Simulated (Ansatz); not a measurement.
The parent structure is SnSe$_{2}$ in the rutile structure (space group P4_2/mnm, No. 136; a = 6.483 Å, c = 3.971 Å; a hypothetical phase, not in the database extracts checked).

Method: r2SCAN, PAW, 500 eV (Ansatz, a first-principles code; without spin-orbit coupling), earlier PAW set.

Before the change:

| Property | Result |
|---|---|
| Lattice parameter a | 6.483 Å |

The change: full substitution Se → C, then cell and atoms are relaxed.

### Question
What does the calculation give for the lattice parameter a after the change?

### Answer
The lattice parameter a drops by 1.361 Å (6.483 Å → 5.122 Å).

No phonon test of stability was made. As relaxed here, SnC2 is a hypothetical phase, not in the database extracts checked. The final runs are not spin-polarised.
